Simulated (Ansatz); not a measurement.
# Ga (space group Fmmm, No. 69; a hypothetical phase, not in the database extracts checked)

Ga is modelled in the orthorhombic space group Fmmm (No. 69), Pearson symbol oF8. Cell: a = 2.743 Å, b = 5.060 Å, c = 10.259 Å, α = 90.00°, β = 90.00°, γ = 90.00°. Ga on 8i sees 9 Ga at 2.648–2.878 Å. (Neighbours: up to the widest gap in distance over summed covalent radii, below 1.35, at either atom.)
(The calculation used a cell of 2 atoms; values per cell refer to that cell.)

All numbers come from DFT with r2SCAN+rVV10, PAW potentials and a 500 eV plane-wave cutoff in Ansatz (a program for electronic structure), no spin-orbit coupling. k-mesh 20×20×20 (Γ-centred); smearing 0.05 eV (Fermi–Dirac).

```yaml
volume_per_atom: 17.80 Å³
density: 6.51 g/cm³
band_gap: zero
total_energy: -3789.001 eV/atom (σ→0; compares only within this code and set-up)
```

No phonon test of stability was made. The base started in Cmce and relaxed to Fmmm at this level.
